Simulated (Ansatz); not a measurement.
The starting structures come from a database of crystals and need not be the phases stable at ambient conditions.

By PBEsol, the system below comes out a metal.

Consider the following.

```
Ag
1.0
    2.81033     0.00000     0.00000
   -0.93678     2.64960     0.00000
    0.93678     1.32480     2.34145
Ag
1
Direct
  0.00000   0.00000   0.00000
```

Space group of this cell: Fmmm. The cell is strained (lengths across the current scaled by 0.98, ions clamped); by PBEsol its mean pressure is -3.9 GPa.

The current flows along the normal of the first two printed cell vectors. No spin-orbit coupling; the value is a mean over 0.1 eV about the Fermi level.

**Question.** Predict the ballistic conductance per area from PBEsol run with Ansatz (a quantum-chemistry and plane-wave program).

**Answer.** 0.87 × 10¹⁵ S/m² for both spins.
